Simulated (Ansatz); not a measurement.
Given:

```
HfO2
1.0
    0.00000     2.52635     2.52635
    2.52635     0.00000     2.52635
    2.52635     2.52635     0.00000
Hf O
1 2
Direct
  0.00000   0.00000   0.00000
  0.25000   0.25000   0.25000
  0.75000   0.75000   0.75000
```

No spin polarisation.

The values are results of Kohn–Sham DFT with the PBE functional, run in Ansatz (a quantum-chemistry and plane-wave program) with PAW and 420 eV plane waves, no spin-orbit coupling, earlier PAW set, not measurements. Γ-centred 11×11×11 mesh, Fermi–Dirac width 0.05 eV.

Predict the band gap, gap character, electron mass and width of the top valence band.


- Band gap = 3.81 eV
- Gap character = direct at X
- Electron mass = 1.2 mₑ along k, 0.73 mₑ across (at X)
- Width of the top valence band = 1.85 eV

Spin-orbit coupling, missing from the scalar runs, can matter with Hf. Load acts through the strain it causes; cell and atoms are relaxed under it. Effective masses come from finite differences of ±0.01 Å⁻¹. Along k means along the line from Γ to the band edge. Stability against distortions was not tested. No other phases were tried under pressure. The cell was made from HfO₂ in the fluorite structure (space group Fm-3m, No. 225) by this change: pressure 7 GPa. This is not the structure that HfO2 has at room temperature and ambient pressure.
